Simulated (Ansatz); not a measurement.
Lattice parameter c of WGe2 (model structure, started from the Al2Cu type, I4/mcm, No. 140, 6 atoms in the cell) at several levels of theory

No measured value is used here.

```
level (code)          value (Å)
-------------------  ----------
PBE (Ansatz)              5.276
PBEsol (Ansatz)           5.220
PBE-D3(BJ) (Ansatz)  (withheld)
```

Q: Some entries are withheld; supply them.

A: 
- PBE-D3(BJ) (Ansatz, an electronic-structure program), value (Å): 5.233

Density-functional levels without +SOC have no spin–orbit coupling. Ansatz's density-functional and Hartree–Fock values are scalar-relativistic unless marked +SOC, with PAW data made under PBE.

A model structure was made by putting elements into a prototype or built by hand; it is no filed structure, need not be a known phase, and can be a saddle point held by its symmetry.
